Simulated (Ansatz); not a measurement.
The parent structure is B in the diamond structure (space group Fd-3m, No. 227; a = 4.0326 Å; a hypothetical phase, not in the database extracts checked; relaxed with 0.1 eV smearing). Axes: x, y, z lie along the cube axes.

Calculations: PBEsol/PAW in Ansatz (a program for electronic structure), no spin-orbit coupling.

The change: uniaxial strain ε_xx = +3.65 %, all other strain components held at zero; the atoms relax in the strained cell.

Task: Predict the stress tensor and what it implies for the stiffness.

Result: Stress of the strained cell less that of the base (GPa, compression positive):
```
   -3.9     0.0     0.0
    0.0    -7.5     0.0
    0.0     0.0    -7.5
```

Then −Δσ_ii/ε with ε = 0.0365 gives secant stiffness values (nonlinear terms included at this strain): C11 ≈ 106 GPa, C12 ≈ 207 GPa and C13 ≈ 207 GPa.

An off-diagonal value above the diagonal one breaks a Born criterion: the base is elastically unstable at this level, or the strain is beyond its stable range.

No phonon test of stability was made.
